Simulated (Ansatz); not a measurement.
**Mg on the O site (Mg_O) in rock-salt MgO**

Method: PBE, PAW (plane waves to 420 eV; Ansatz, a program for electronic structure). Cell: 64 sites, 2×2×2; final energies on a 2×2×2 shifted mesh. Site at the start: the O site. Finite-size correction: monopole term and site-potential alignment. Dielectric constants: PBE linear response of the host. Host gap at this level: 4.46 eV. A cell of this size leaves errors of a few tenths of an eV. The semilocal functional narrows the gap, so deep levels can fall outside it. Spin–orbit coupling is left out. Each state is the lowest found from its start.

Formation energies E_f are given with the Fermi level at the valence-band maximum. Chemical conditions: Mg-rich (Δμ(Mg) = 0.00 eV, Δμ(O) = -5.37 eV; only phases computed here count, gases as isolated molecules at 0 K); O-rich (Δμ(Mg) = -5.37 eV, Δμ(O) = 0.00 eV; only phases computed here count, gases as isolated molecules at 0 K). Reference phases: Mg: hcp Mg, O: O2 molecule in a box.

In at least one state atoms left their starting sites on relaxation (a large move, or an atom on the emptied site), so the name describes the start.

| charge | moment (μB) | point group | largest move off a lattice site (Å) | image correction with alignment (eV) | E_f, Mg-rich (eV) | E_f, O-rich (eV) |
|---|---|---|---|---|---|---|
| +4† | not spin-polarised | – | 1.58 | 3.65 | – | – |
| +3 | 1.0 | C3v | 1.46 | 2.15 | 0.58 | 11.31 |
| +2 | not spin-polarised | C3v | 1.37 | 1.04 | 1.54 | 12.28 |
| +1† | 1.0 | – | 1.29 | 0.34 | – | – |
| 0* | not spin-polarised | Cs | 1.23 | – | – | – |

* At this level the carrier isn't localised at the defect: at charge 0 electrons occupy the conduction band. Such a state is shallow or no state of the defect, and this cell gives it no level.

† Not settled in this cell, so no level is given: charge +4: carriers not clearly localised, level within 0.1 eV of a band edge or past it; charge +1: carriers not clearly localised.

Point groups are those of the whole cell at tolerances of 0.03 and 0.1 Å ("near" where only the looser one holds); none is given for unsettled states.

Transition levels above the valence-band maximum: ε(+3/+2) = 0.96 eV. With a charge missing or unsettled, these needn't be thermodynamic levels.

All states together cost roughly 100 core-minutes.
